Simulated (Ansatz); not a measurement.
Ansatz (a quantum-chemistry and plane-wave program) run on the (111) slab of CaPt2 (cut from a parent of space group no. 227; 12 atoms in the cell): self-consistent single point.

Level of theory: PBEsol, default PAW files made with PBE (plane waves; Ansatz).

The change in words: vacuum of 7 angstrom (first run: 14 Å). Reference geometry:
```
CaPt2
1.0
    5.39004     0.00000     0.00000
    2.69502     4.66791     0.00000
    0.00000     0.00000    21.15159
Ca Pt
4 8
Direct
  0.47671   0.47671   0.38296
  0.14338   0.14338   0.33094
  0.81005   0.81005   0.59103
  0.47671   0.47671   0.53901
  0.97671   0.97671   0.46099
  0.97671   0.47671   0.46099
  0.47671   0.97671   0.46099
  0.81005   0.81005   0.35695
  0.31005   0.31005   0.66906
  0.31005   0.81005   0.66906
  0.81005   0.31005   0.66906
  0.14338   0.14338   0.56502
```

Reference input (self-consistent single point, DFT, PBEsol, plane waves, default PAW files made with PBE): basis.ecutwfc = 420 eV; kpoints.mp_grid.grid = 5 5 1; hamiltonian.xc = pbesol; hamiltonian.pseudopotentials = {kind: paw} (the program's default PAW files); scf.occupations.method = gaussian; scf.occupations.width = 0.1 eV. This run's input differs from it in these lines:

Ansatz 0.2 input:
```diff
@@ -5,16 +5,16 @@
     - [2.695019, 4.667911, 0.000000]
-    - [0.000000, 0.000000, 21.151590]
+    - [0.000000, 0.000000, 14.151606]
   atoms:
-    - { symbol: Ca, position_ang: [3.854244, 2.225249, 8.100298] }
-    - { symbol: Ca, position_ang: [1.159228, 0.669280, 6.999992] }
-    - { symbol: Ca, position_ang: [6.549261, 3.781218, 12.501203] }
-    - { symbol: Ca, position_ang: [3.854244, 2.225249, 11.401003] }
-    - { symbol: Pt, position_ang: [7.896773, 4.559205, 9.750587] }
-    - { symbol: Pt, position_ang: [6.549264, 2.225249, 9.750587] }
-    - { symbol: Pt, position_ang: [5.201754, 4.559205, 9.750587] }
-    - { symbol: Pt, position_ang: [6.549261, 3.781218, 7.550081] }
-    - { symbol: Pt, position_ang: [2.506732, 1.447262, 14.151598] }
-    - { symbol: Pt, position_ang: [3.854241, 3.781218, 14.151598] }
-    - { symbol: Pt, position_ang: [5.201751, 1.447262, 14.151598] }
-    - { symbol: Pt, position_ang: [1.159228, 0.669280, 11.951093] }
+    - { symbol: Ca, position_ang: [3.854244, 2.225249, 4.600305] }
+    - { symbol: Ca, position_ang: [1.159228, 0.669280, 3.500003] }
+    - { symbol: Ca, position_ang: [6.549261, 3.781218, 9.001214] }
+    - { symbol: Ca, position_ang: [3.854244, 2.225249, 7.901011] }
+    - { symbol: Pt, position_ang: [7.896773, 4.559205, 6.250595] }
+    - { symbol: Pt, position_ang: [6.549264, 2.225249, 6.250595] }
+    - { symbol: Pt, position_ang: [5.201754, 4.559205, 6.250595] }
+    - { symbol: Pt, position_ang: [6.549261, 3.781218, 4.050091] }
+    - { symbol: Pt, position_ang: [2.506732, 1.447262, 10.651603] }
+    - { symbol: Pt, position_ang: [3.854241, 3.781218, 10.651603] }
+    - { symbol: Pt, position_ang: [5.201751, 1.447262, 10.651603] }
+    - { symbol: Pt, position_ang: [1.159228, 0.669280, 8.451099] }
 basis:
```

Log, with long lists cut:

```
SCF iter   1: F=—  HF=-106251.571513 eV  |F-HF|=—  |Δ(HF+E_count)|=         —  Δρ=1.81e-2  dr2=1.81e1  ethr=1.77e-3  ⟨swp⟩=11.0  Hψ=2611  notcnv=0  defer=3
all-band conjugate gradients solve this SCF's bands
preconditioner: auto → LDOS
SCF iter   2: F=—  HF=-106251.193430 eV  |F-HF|=—  |Δ(HF+E_count)|=   3.78e-1  Δρ=1.65e-2  dr2=6.35e0  ethr=1.77e-3  ⟨swp⟩=2.4  Hψ=832  notcnv=0  defer=55
   [... lines left out ...]
SCF iter   8: F=—  HF=-106250.823292 eV  |F-HF|=—  |Δ(HF+E_count)|=   2.91e-5  Δρ=6.53e-5  dr2=5.37e-5  ethr=1.17e-7  ⟨swp⟩=2.0  Hψ=742  notcnv=0  defer=55
SCF iter   9: F=—  HF=-106250.824126 eV  |F-HF|=—  |Δ(HF+E_count)|=   8.34e-4  Δρ=2.58e-5  dr2=5.97e-6  ethr=2.92e-8  ⟨swp⟩=2.0  Hψ=619  notcnv=0  defer=55
SCF iter  10: F=—  HF=-106250.824126 eV  |F-HF|=—  |Δ(HF+E_count)|=   2.12e-7  Δρ=8.45e-6  dr2=5.43e-7  ethr=3.25e-9  ⟨swp⟩=2.0  Hψ=690  notcnv=0  defer=55
SCF iter  11: F=-106250.824126 eV  HF=-106250.824126 eV  |F-HF|=6.15e-8  |Δ(HF+E_count)|=   6.11e-9  Δρ=2.78e-6  dr2=7.95e-8  ethr=5.43e-11  ⟨swp⟩=13.2  Hψ=2642  notcnv=0
SCF 1 converged in 11 iterations: F = -106250.824126 eV  dr2 = 7.95e-8
Free energy (F): -106250.824126 eV
Internal energy: -106250.771812 eV  (E = F + TS)
E sigma→0 (E₀):  -106250.797969 eV
Entropy (-TS):   -0.052314 eV (-4.359 meV/atom)
Fermi energy:    8.633737 eV
--- Forces (eV/Å), atoms counted from 1 ---
  atom   1  Ca    -0.00000000    -0.00000000     0.56758929
  atom   2  Ca    -0.00000000     0.00000000    -0.05576220
  atom   3  Ca    -0.00000000    -0.00000000     1.17762156
  atom   4  Ca    -0.00000000     0.00000000     0.40123033
  atom   5  Pt     0.02459794     0.01420163    -0.02878483
  atom   6  Pt     0.00000000    -0.02840326    -0.02878483
  atom   7  Pt    -0.02459794     0.01420163    -0.02878483
  atom   8  Pt    -0.00000000     0.00000000     0.11223866
   [... lines left out ...]
  atom  12  Pt    -0.00000000    -0.00000000     0.27591839
--- Stress (GPa, compression-positive) ---
       -3.692154       0.000000      -0.000000
        0.000000      -3.692154      -0.000000
        0.000000      -0.000000      -3.258338
  P = ⅓ Tr σ = -3.5475 GPa (-35.475 kbar)
  The stress holds the Pulay correction. Without it, at fixed plane waves, as pw.x and ABINIT print it: P = -3.5692 GPa
```

The run converged in 11 iterations. Against the reference run the free energy goes down by 3.2 meV/atom and the largest force moves little (1.181 to 1.178 eV/Å).

The starting cell comes from a database of computed structures (which also holds hypothetical and non-ambient phases and stackings), without a prior relaxation at this level. The slab is cut from that crystal, and its faces are unrelaxed. Its lattice was rescaled by up to half a per cent. Spin-orbit coupling is off. Spin polarisation is off. The two faces of this cut differ, and no dipole correction was used. Forces in this geometry exceed 1 eV/Å.
